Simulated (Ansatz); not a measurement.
## As, pressure series

Base system: As in the A7 type structure (space group R-3m, No. 166; a = 3.7835 Å, c = 10.1093 Å (hexagonal axes); layered).

Cell and atoms are relaxed at each pressure.

Computed with PBE-D3(BJ) (Ansatz, an electronic-structure program), without spin-orbit coupling.

Notes on the quantities. enthalpy: H = E + PV relative to the base's energy.

```csv
change,c/a ratio,shortest interatomic distance,density,enthalpy
base,2.672,2.535 Å,5.96 g/cm³,–
pressure −2 GPa,2.746,2.546 Å,5.69 g/cm³,-0.27 eV/atom
pressure −1 GPa,2.703,2.540 Å,5.83 g/cm³,-0.13 eV/atom
pressure 0.3 GPa,2.666,2.533 Å,5.99 g/cm³,+0.04 eV/atom
pressure 0.7 GPa,2.655,2.531 Å,6.03 g/cm³,+0.09 eV/atom
pressure 1.5 GPa,2.638,2.527 Å,6.12 g/cm³,+0.19 eV/atom
pressure 3 GPa,2.613,2.520 Å,6.26 g/cm³,+0.38 eV/atom
pressure 5 GPa,2.585,2.512 Å,6.44 g/cm³,+0.63 eV/atom
pressure 7.5 GPa,2.558,2.502 Å,6.63 g/cm³,+0.92 eV/atom
pressure 10 GPa,2.539,2.494 Å,6.81 g/cm³,+1.21 eV/atom
```

A case with no gap was solved on a k-mesh chosen for an insulator, which is coarse for it. Load acts through the strain it causes; cell and atoms are relaxed under it. Stability against distortions was not tested. No other phases were tried under pressure.
